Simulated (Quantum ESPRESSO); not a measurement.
# Equation of state of rutile-structure SnO2 (space group 136): energy against volume (Quantum ESPRESSO, PBE)

```yaml
crystal:
  lattice:
    - [4.65572, 0.00000, 0.00000]
    - [0.00000, 4.65572, 0.00000]
    - [0.00000, 0.00000, 3.13328]
  atoms:
    - { symbol: Sn, position: [0.00000, 0.00000, 0.00000] }
    - { symbol: Sn, position: [0.50000, 0.50000, 0.50000] }
    - { symbol: O, position: [0.30700, 0.30700, 0.00000] }
    - { symbol: O, position: [0.80700, 0.19300, 0.50000] }
    - { symbol: O, position: [0.19300, 0.80700, 0.50000] }
    - { symbol: O, position: [0.69300, 0.69300, 0.00000] }
```

Computed with PBE, GBRV 1.5 ultrasoft (PBE) pseudopotentials (plane waves; Quantum ESPRESSO). Settings: ecutwfc = 52 Ry; ecutrho = 260 Ry; occupations = smearing; smearing = fermi-dirac; degauss = 0.000734986 Ry; potentials = {Sn: sn_pbe_v1.4.uspp.F.UPF, O: o_pbe_v1.2.uspp.F.UPF}; K_POINTS = automatic 7 7 10 0 0 0; conv_thr = 1e-10 Ry; mixing_beta = 0.4. The cell above is the first row's. The rows scale it uniformly. In all rows fractional positions and the k mesh are held. E is the free energy at the stated smearing, counted from the lowest row.

```
V (Å^3/atom)  E (meV/atom)
------------  ------------
11.319               90.80
11.565               56.78
11.811               31.58
12.058               14.29
12.304                4.00
12.550                0.00
12.796                1.58
13.042                8.12
13.288                   ?
```

The 8 complete rows are fitted with the third-order Birch-Murnaghan form, a cubic in V^(-2/3), E against V. With u = V^(-2/3) - 0.189, the rows have u = 0.009363, 0.006540, 0.003816, 0.001173, -0.001370, -0.003830, -0.006211, -0.008517. Least squares gives E = 8.749 + 4123.22·u + 485014·u² + 1126931·u³. Residuals (row less fit): 0.001, 0.005, -0.029, 0.035, -0.008, -0.008, 0.000, 0.002; standard error 0.024 (degrees of freedom: 4). Its minimum lies at u = -0.004316, so V0 = (0.184684)^(-3/2) = 12.60. There d²E/du² = 940800 and d³E/du³ = 6762000, so B0 = (4/9) × 12.60^(-7/3) × 940800 × 0.160218 = 181 GPa (the last factor turns the table's units into GPa), and B0' = 4 + (2/3) × 0.184684 × (6762000)/940800 = 4.9. The program's pressures in the fitted runs (not shown) pass through zero at V = 12.49, 0.91 % from this V0.

Q: Estimate the missing E (V = 13.288); what did the run itself give?

A: u = -0.010751, so E = 8.749 + 4123.22 × (-0.010751) + 485014 × (-0.010751)² + 1126931 × (-0.010751)³ = 19.080 meV/atom. The calculation gives 19.07 meV/atom, 0.010 meV/atom below the prediction (under 0.05 % of the range of E in the table). The row lies outside the fitted rows, so this is an extrapolation. From the scatter of the fitted rows alone, a prediction at this place has a standard error of 0.057 meV/atom, so the miss is 0.2 times that.

Carrying the step between the two nearest rows on in a straight line would have given 14.66, off by 4.41; series whose last step already gives the withheld value aren't shown. The scan was laid around a cell of about the measured size, scaled by a guess for this functional; axis ratios and inner coordinates come from that cell. The runs keep the symmetry of the cell, so they don't test it for distortions. The shape of the cell and the inner coordinates aren't relaxed, so V0 and B0 belong to this uniform scaling; a relaxed crystal lies no higher in energy and is usually softer (forces reach 0.49 eV/Å in these rows). Cutoffs and mesh are single choices, not tested for convergence of this quantity. Series with a scatter that would blur these digits, or in which a gap closes, are not shown. Nor are scans whose minimum lies at an end fitted in this form.
